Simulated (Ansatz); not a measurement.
# Ansatz run on BaSr₃ (P6_3/mmc, 8 atoms in the cell): self-consistent single point

Computed with PBEsol, default PAW files made with PBE (plane waves; Ansatz, a quantum-chemistry and plane-wave program).

Input as run:

Ansatz 0.2 input:
```yaml
crystal:
  lattice:
    - [8.02334500, 0.00000000, 0.00000000]
    - [-4.01167200, 6.94842000, 0.00000000]
    - [0.00000000, 0.00000000, 6.43534300]
  atoms:
    - { symbol: Sr, position: [0.83920000, 0.67840000, 0.25000000] }
    - { symbol: Sr, position: [0.16080000, 0.83920000, 0.75000000] }
    - { symbol: Sr, position: [0.32160000, 0.16080000, 0.25000000] }
    - { symbol: Sr, position: [0.16080000, 0.32160000, 0.75000000] }
    - { symbol: Sr, position: [0.83920000, 0.16080000, 0.25000000] }
    - { symbol: Sr, position: [0.67840000, 0.83920000, 0.75000000] }
    - { symbol: Ba, position: [0.33333300, 0.66666700, 0.25000000] }
    - { symbol: Ba, position: [0.66666700, 0.33333300, 0.75000000] }
basis:
  ecutwfc: 420.0
kpoints:
  mp_grid: { grid: [4, 4, 4] }
hamiltonian:
  xc: pbesol
  pseudopotentials: { kind: paw }
scf:
  occupations: { method: gaussian, width: 0.136 }
output:
  forces: true
  eigenvalues: true
  stress: true
```

Output, abridged:

```
WARN the atoms were moved onto the symmetric positions of the space group found under crystal.symmetry.tolerance 1.0e-5 (fractional …
WARN ansatz: RAYON_NUM_THREADS=1 ignored (pool sized by the plan → 1); use --threads N
Pseudopotentials: kind: paw
Pseudopotential: Sr, paw, valence charge 10
Pseudopotential: Ba, paw, valence charge 10
Crystal: 8 atoms, lattice volume = 358.768 Å³
Basis set: ecut = 420 eV, 7035 PW (Γ), exchange–correlation on 108×108×90 points (8 copies of the dense FFT grid, shifted against one another)
Bands: 48, of which v1, the nominal top of the filled ones, is band 40 counted from 1 (39 counted from 0)
Symmetry: 24 space group operations
Space group: P63/mmc (ITA 194), of the structure as read, at distance tolerance 7.1e-5 Å
k-points: 12 of 64
PAW frozen core: Sr, regenerated for the run's functional, and the local potential with it
PAW frozen core: Ba, regenerated for the run's functional, and the local potential with it
Initial density: superposition of atomic densities (neutral atoms: chi_scale 0, normalization atom), corrected by the library's trained network
Initial wavefunctions: pseudopotential atomic-orbital guess
Eigensolver: davidson
Functional: x = pbesol(κ = 0.804, μ = 0.12345679012345678), c = pbesol(β = 0.046)
SCF iter   1: F=—  HF=-32677.862796 eV  |F-HF|=—  |Δ(HF+E_count)|=         —  Δρ=2.95e-3  dr2=1.15e-1  ethr=1.77e-3  ⟨swp⟩=16.3  Hψ=3582  notcnv=0
all-band conjugate gradients solve this SCF's bands
preconditioner: auto → Kerker (q_TF=auto, 2.125 Å⁻¹)
SCF iter   2: F=—  HF=-32677.853996 eV  |F-HF|=—  |Δ(HF+E_count)|=   8.80e-3  Δρ=1.82e-3  dr2=3.88e-2  ethr=1.44e-4  ⟨swp⟩=1.6  Hψ=684  notcnv=0
SCF iter   3: F=—  HF=-32677.848767 eV  |F-HF|=—  |Δ(HF+E_count)|=   5.23e-3  Δρ=4.05e-4  dr2=1.68e-3  ethr=4.85e-5  ⟨swp⟩=2.0  Hψ=663  notcnv=0
SCF iter   4: F=—  HF=-32677.848711 eV  |F-HF|=—  |Δ(HF+E_count)|=   5.63e-5  Δρ=1.27e-4  dr2=2.71e-4  ethr=2.11e-6  ⟨swp⟩=2.2  Hψ=750  notcnv=0
SCF iter   5: F=—  HF=-32677.848691 eV  |F-HF|=—  |Δ(HF+E_count)|=   1.97e-5  Δρ=2.65e-5  dr2=3.61e-6  ethr=3.39e-7  ⟨swp⟩=2.0  Hψ=650  notcnv=0
SCF iter   6: F=—  HF=-32677.848884 eV  |F-HF|=—  |Δ(HF+E_count)|=   1.92e-4  Δρ=5.44e-6  dr2=1.77e-7  ethr=4.51e-9  ⟨swp⟩=3.0  Hψ=1120  notcnv=0
SCF iter   7: F=-32677.848884 eV  HF=-32677.848884 eV  |F-HF|=8.29e-10  |Δ(HF+E_count)|=   1.04e-8  Δρ=1.16e-6  dr2=6.08e-9  ethr=1.25e-10  ⟨swp⟩=11.0  Hψ=2872  notcnv=0
SCF 1 converged in 7 iterations: F = -32677.848884 eV  dr2 = 6.08e-9
SCF converged after 7 iterations
Free energy (F): -32677.848884 eV
Harris-Foulkes:  -32677.848884 eV  (|F-HF|=8.29e-10)
Internal energy: -32677.747639 eV  (E = F + TS)
E sigma→0 (E₀):  -32677.798261 eV
Entropy (-TS):   -0.101244 eV (-12.656 meV/atom)
Fermi energy:    7.028142 eV
--- Per-component energies (eV) ---
  E_band       = -813.196291
  E_kinetic    = 1798.589364
  E_local      = -4882.362020  (includes V_loc(G=0)·N_el)
  E_nonlocal   = 1344.361544
  E_hartree    = 1239.822045
  E_xc         = -1355.055160
  E_vxc        = -1229.175605  (∫ρ·V_xc dr)
  E_paw        = -26148.909015  (= ΣΔE_a)
  E_vpaw       = -324.254594  (= ΣTr[D̂ρ^β])
  E_aug_tail   = -0.000013  (compensation charges beyond the density's cutoff)
  E_ewald      = -4675.303336
  E_core_change = 1.108951  (= ΣΔE_core)
  E_smearing   = -0.101244  (= −TS)
  E_closure    = -0.000000  (closes the sum)
  Σ components = -32677.848884   (vs F -32677.848884, Δ=0.00e0)
--- Forces (eV/Å), atoms counted from 1 ---
  atom   1  Sr    -0.00000001    -0.31629474    -0.00000000
  atom   2  Sr     0.27391927    -0.15814738    -0.00000000
  atom   3  Sr     0.27391928     0.15814736     0.00000000
  atom   4  Sr     0.00000001     0.31629474     0.00000000
  atom   5  Sr    -0.27391927     0.15814738     0.00000000
  atom   6  Sr    -0.27391928    -0.15814736    -0.00000000
  atom   7  Ba    -0.00000000     0.00000000     0.00000000
  atom   8  Ba     0.00000000    -0.00000000    -0.00000000
  max |Σ_I F_I| component: 1.68e-16 eV/Å
--- Stress (GPa, compression-positive) ---
        2.385055      -0.000000      -0.000000
       -0.000000       2.385055      -0.000000
       -0.000000      -0.000000       3.294409
  P = ⅓ Tr σ = 2.6882 GPa (26.882 kbar)
  The stress holds the Pulay correction. Without it, at fixed plane waves, as pw.x and ABINIT print it: P = 2.6857 GPa
--- Band table (eV; the first three rows and the last of 12) ---
  k-point 0: bands = ["-28.9918", "-28.9650", "-28.9650", "-28.9608", "-28.9499", "-28.9499", "-21.3128", "-21.3115", "-11.2183", "-11.2128", "-11.1403", "-11.1180", "-11.1180", "-11.0882", "-11.0882", "-11.0877", "-11.0877", "-11.0057", "-10.9302", [...]
  k-point 1: bands = ["-28.9872", "-28.9653", "-28.9628", "-28.9628", "-28.9521", "-28.9521", "-21.3126", "-21.3117", "-11.2169", "-11.2024", "-11.1676", "-11.1676", "-11.1238", "-11.1238", "-11.1147", "-11.0091", "-11.0091", "-10.9904", "-10.9269", [...]
  k-point 2: bands = ["-28.9763", "-28.9763", "-28.9575", "-28.9575", "-28.9575", "-28.9575", "-21.3122", "-21.3122", "-11.2089", "-11.2089", "-11.1706", "-11.1706", "-11.1706", "-11.1706", "-11.0195", "-11.0195", "-10.9532", "-10.9532", "-10.9402", [...]
  k-point 11: bands = ["-28.9718", "-28.9718", "-28.9620", "-28.9620", "-28.9575", "-28.9575", "-21.3124", "-21.3124", "-11.1604", "-11.1604", "-11.1553", "-11.1553", "-11.1349", "-11.1349", "-11.0065", "-11.0065", "-10.9984", "-10.9984", [...]
```

The run converged in 7 iterations.

The starting cell was generated: these elements placed on a structure prototype, without a prior relaxation; it need not be a known phase or ordering of this composition. Its lattice was rescaled by a random factor within 2.5 % of one. Ansatz's pressure includes its estimate of the finite-basis (Pulay) stress.
